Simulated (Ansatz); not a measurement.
Results of PBE0 (Ansatz, an electronic-structure program, plane waves, PAW) for cubic perovskite CsCdF3.

Numerical settings: plane-wave cutoff 460 eV, 6×6×6 k mesh, Fermi–Dirac smearing 0.01 eV, scalar-relativistic PAW data made under PBE.

Cell (relaxed at this level):

Space group Pm-3m (No. 221); a = b = c = 4.503 Å, α = β = γ = 90.00°

| atom | site | symmetry | x | y | z |
|---|---|---|---|---|---|
| Cs | 1a | m-3m | 0.0000 | 0.0000 | 0.0000 |
| Cd | 1b | m-3m | 0.5000 | 0.5000 | 0.5000 |
| F | 3c | 4/mm.m | 0.0000 | 0.5000 | 0.5000 |

Q: Give the computed bulk modulus B0, band gap and smallest direct gap on the k points sampled.

A: 
* **bulk modulus B0**: 59.1 GPa
* **band gap**: 6.12 eV (on the SCF k mesh)
* **smallest direct gap on the k points sampled**: 7.34 eV

Note: the relaxation could not lower the start's symmetry, so the cell can be a saddle point above a distorted one.

Spin–orbit coupling is not included.

Static lattice: no zero-point or thermal effects.

It cost around 28 core-minutes (rough) of CPU time.
